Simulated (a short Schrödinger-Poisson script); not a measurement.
Structure: MOS inversion layer, SiO2 on p-type Si(110), at 300 K.

From the gate side: 3 nm SiO2; 770 nm Si, acceptors 3.1e17 cm⁻³.

Constants are typed, rounded textbook-type inputs, not results; the design itself was drawn at random and stands for no fabricated device. SiO2: permittivity 3.9, conduction-band edge (eV) 3.15, gap (eV) 9, electron mass (mₑ) 0.5. Si: permittivity 11.7, conduction-band edge (eV) 0, gap (eV) 1.124, Nv at 300 K (cm⁻³) 3.1e19.

Channel valleys (confinement mass, in-plane density-of-states mass, number): Δ4 0.315, 0.324, 4; Δ2 0.19, 0.417, 2. At the gate the conduction-band edge of layer 1 lies 3.22 eV − eVg above the Fermi level of the channel; the field vanishes at the back. Gaps are held at their typed values at every temperature. Mesh 0.03 nm at interfaces.

From a short Schrödinger-Poisson script (our own, NumPy): 1D Poisson equation in equilibrium, electrons quantum, Hartree (BenDaniel-Duke, 12 states a valley, the channel's in-plane mass for all, wave functions free to enter the dielectric), parabolic valleys, classical holes, full ionisation, no traps, pinning or gate leakage.

| Vg (V) | electrons (cm⁻²) | C (μF/cm²) | Δ4 E0 (meV from the Fermi level) | Δ2 E0 (meV from the Fermi level) |
|---|---|---|---|---|
| 0.2 | 3.06e9 | 0.164 | 227.1 | 242.0 |
| 0.3 | 5.80e10 | 0.341 | 150.8 | 166.1 |
| 0.4 | 3.38e11 | 0.677 | 104.7 | 120.7 |
| 0.5 | 7.93e11 | 0.819 | 82.1 | 98.9 |
| 0.6 | 1.32e12 | 0.881 | 68.5 | 85.9 |
| 0.7 | 1.87e12 | 0.916 | 58.8 | 76.9 |
| 0.8 | 2.45e12 | 0.938 | 51.2 | 70.1 |
| 0.9 | 3.04e12 | 0.954 | 45.1 | 64.6 |
| 1 | 3.64e12 | 0.967 | 39.9 | 60.0 |
| 1.1 | 4.24e12 | 0.977 | 35.3 | 56.0 |
| 1.2 | 4.86e12 | 0.985 | 31.3 | 52.5 |
| 1.3 | 5.47e12 | 0.992 | 27.6 | 49.4 |
| 1.4 | 6.09e12 | 0.999 | 24.3 | 46.6 |
| 1.5 | 6.72e12 | 1.00 | 21.2 | 44.1 |
| 1.6 | 7.35e12 | 1.01 | 18.3 | 41.7 |
| 1.7 | 7.98e12 | 1.01 | 15.6 | 39.5 |
| 1.8 | 8.61e12 | 1.02 | 13.1 | 37.4 |

Gate voltages with under 1e9 electrons/cm² are left out.

**Question.** At Vg = 1.8 V the lowest Δ4 subband lies at 13.1 meV from the Fermi level. How many electrons does it hold, and what share of all?

**Answer.** The two-dimensional density of states is g m/(πħ²) = 5.41e11 cm⁻² meV⁻¹ (both spins), kT = 25.9 meV, so n = D kT ln(1 + exp(−E/kT)) = 6.60e12 cm⁻², 0.77 of the 8.61e12 cm⁻² in all.

**Question.** Compare the slope of the sheet density between 1.6 and 1.8 V with the geometric capacitance of the layers between gate and channel.

**Answer.** q Δn/ΔV = 1.01 μF/cm²; ε0/Σ(t/ε) = 1.15 μF/cm². The ratio is 0.88: the channel acts as a further capacitance in series.
